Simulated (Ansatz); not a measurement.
## SrPdH$_{3}$ (Pm-3m): resistivity and electron-phonon coupling

Data:

```xyz
5
Lattice="3.7941 0.0000 0.0000 0.0000 3.7941 0.0000 0.0000 0.0000 3.7941" Properties=species:S:1:pos:R:3 pbc="T T T"
Sr     1.8971     1.8971     1.8971
H      1.8971     0.0000     0.0000
H      0.0000     1.8971     0.0000
H      0.0000     0.0000     1.8971
Pd     0.0000     0.0000     0.0000
```

These are PBEsol, DFPT electron-phonon coupling, linearised Boltzmann equation (plane waves, PAW, scalar-relativistic; Ansatz, a first-principles code) values and carry that method's errors. How the cell was made: relaxed with this functional, without spin-orbit coupling.

```
Quantity                                                   Value
------------------------------------  --------------------------
resistivity at 300 K                                   5.1 μΩ·cm
resistivity at 77 K                                   0.28 μΩ·cm
electron-phonon coupling λ                                  0.28
transport coupling λ_tr                                     0.37
logarithmic mean phonon energy                            67 meV
density of states at the Fermi level  0.33 states/(eV·spin·cell)
Drude plasma energy                                       5.5 eV
Hall coefficient at 300 K                         26 ×10⁻¹¹ m³/C
```

A metal at this level (no band gap). Only scattering by harmonic phonons is included (no impurities, grain boundaries, electron-electron scattering or thermal expansion). Spin-orbit coupling is left out. The self-energy correction of the phonons between q points moved λ by about 5 %. The squared frequency of the phonon mode least converged on the k mesh is uncertain by about 76 %. The run warned that the eigensolver left some states short of its tolerance. Halving the electron mesh (24x24x24) moves the resistivity by up to 9 % at 300 K, the coupling by up to 1 %. Smearing 0.20 eV; phonons on a 4x4x4 q mesh, which this run doesn't test and which matters most at low temperature.

Computed structure with no diffraction record at hand here (it may be known, metastable or hypothetical): SrPdH3 (Pm-3m).
